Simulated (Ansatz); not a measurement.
## What uniaxial strain ε_xx = +3.52 % does to TiC

Start from TiC in the rock salt structure (space group Fm-3m, No. 225; a = 4.328 Å; relaxed with 0.1 eV smearing). Axes: x, y, z lie along the cube axes.

Perturbation: uniaxial strain ε_xx = +3.52 %, all other strain components held at zero; the atoms relax in the strained cell.

Level of theory: r2SCAN (Ansatz, an electronic-structure program; PAW; 500 eV plane waves; no spin-orbit coupling). Γ-centred 23×23×23 mesh, Fermi–Dirac width 0.1 eV.

The space group goes from Fm-3m (No. 225) to I4/mmm (No. 139) and the shortest interatomic distance stays 2.164 Å. The energy grows by 18 meV/atom and the pressure (mean of the normal stresses, compression positive) goes from zero to -7.9 GPa. The band gap is still zero and the stress (xx, yy, zz, yz, xz, xy; compression positive) comes out as (-15.3, -4.3, -4.3, 0.0, 0.0, 0.0) GPa.

Final structure:

```xyz
2
Lattice="0.0000 2.1639 2.1639 2.2401 0.0000 2.1639 2.2401 2.1639 0.0000" Properties=species:S:1:pos:R:3 pbc="T T T"
C      0.0000     0.0000     0.0000
Ti     2.2401     2.1639     2.1639
```

No phonon test of stability was made. The final runs are not spin-polarised.
